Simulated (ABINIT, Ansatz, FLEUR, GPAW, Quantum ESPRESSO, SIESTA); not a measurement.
## Code comparison for CuI (F-43m, 2 atoms in the cell)

Self-consistent single point.

```yaml
crystal:
  lattice:
    - [0.00000, 3.02500, 3.02500]
    - [3.02500, 0.00000, 3.02500]
    - [3.02500, 3.02500, 0.00000]
  atoms:
    - { symbol: Cu, position: [0.00000, 0.00000, 0.00000] }
    - { symbol: I, position: [0.25000, 0.25000, 0.25000] }
```

Shared settings, as Ansatz (a program for electronic structure) writes them: kpoints.mp_grid.grid = 2 2 2; scf.occupations.method = fermi_dirac; scf.occupations.width = 0.01 eV. Potentials and cutoffs stand in the table.

| code | model | pressure (GPa) | gap on the mesh (eV) | cutoff |
|---|---|---|---|---|
| ABINIT | PBE, PAW (JTH v2.0 PBE PAW) | 5.52 | 1.191 | 30 Ha |
| SIESTA | GGA PBE, numerical atomic orbitals DZP, PseudoDojo PBE standard norm-conserving potentials (rewritten from UPF to PSML) | 4.26 | 1.669 | grid 300 Ry |
| FLEUR | PBE, all-electron FLAPW (FLEUR), scalar-relativistic valence | – | 1.208 | Kmax 4.3 1/bohr |
| Quantum ESPRESSO | PBE, GBRV 1.5 ultrasoft (PBE) pseudopotentials | 4.95 | 1.182 | 50 Ry |
| GPAW | PBE, GPAW PAW datasets PBE (gpaw-data 1.0.1) | 5.72 | 1.215 | 850 eV |
| Ansatz | PBE, default PAW files | 5.15 | 1.193 | 420 eV |

A dash marks a value that a program does not give, or that is left out as unsure.

Gaps are read on the mesh. Another mesh or the band path gives a smaller gap, so these values are not converged in the mesh.

On Ansatz's run: spin-orbit coupling is off.

The spread over the programs that give each value: pressure within 1.46 GPa; gap on the mesh within 0.487 eV.

SIESTA uses small atom-centred bases, whose incompleteness enters pressures, forces and empty levels differently from a plane-wave cutoff. FLEUR treats all electrons, but the usual bases taken here (sphere radii, linearisation, local orbitals, empty states) were not tested for convergence, so the values are no reference for the others. Ansatz's pressure is given at a fixed set of plane waves, as the other plane-wave codes print theirs; with its correction for the finite basis it is 5.20 GPa. In the pressure, SIESTA (by 1.07) lies more than 1 GPa from the median of the plane-wave programs. In the gap, SIESTA (by 0.477) lies more than 0.12 eV from the median of the plane-wave programs.

On the base mesh (5 5 5) the same programs gave: Ansatz pressure 0.60 GPa, gap on the mesh 1.137 eV; Quantum ESPRESSO pressure 0.38 GPa, gap on the mesh 1.125 eV; ABINIT pressure 0.98 GPa, gap on the mesh 1.127 eV; GPAW pressure 1.18 GPa, gap on the mesh 1.156 eV; FLEUR gap on the mesh 1.152 eV; SIESTA pressure -0.64 GPa, gap on the mesh 1.600 eV.

The values differ from the base mesh's, so the mesh still matters here: the table compares the programs at equal settings.

The starting cell has typed, rounded lattice constants, without a prior relaxation at this level.

Left out of this page: CP2K (on another mesh); Elk (not drawn, or without a comparable value).

Keys are those of Ansatz 0.2.
